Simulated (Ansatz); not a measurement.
Functionals compared on the (117) surface of germanium, 3 pairs of surface atoms bonded, H on every dangling bond (bottom of the slab: built like the top, H on every dangling bond, free), in Ansatz (plane waves, PAW). The structure was relaxed with PBE; the other rows are single points on it. Cutoff 420 eV (500 eV for r2SCAN).

Slab: 68 atoms, 13.1 Å thick at the start with caps and adatoms (thin: gaps and levels are the slab's own); k 4x2x1, smearing 0.025 eV, dipole-corrected; 8 atoms held, the rest relaxed; held to the start's symmetry, so lower structures may exist; no spin, no spin-orbit, no U. These notes are the PBE run's.

```
functional  gap of the slab on its k-mesh (eV)  highest filled level below the top vacuum level (eV)          rough cost of the single point
----------  ----------------------------------  ----------------------------------------------------  --------------------------------------
PBE                                       0.95                                                  4.84                                       –
r2SCAN                                     ___                                                   ___  about 50 core-minutes (a rough figure)
```

### Question
What belongs in the gaps?

### Answer

- r2SCAN, gap of the slab on its k-mesh (eV): 1.25
- r2SCAN, highest filled level below the top vacuum level (eV): 5.00

Ansatz is an electronic-structure program.
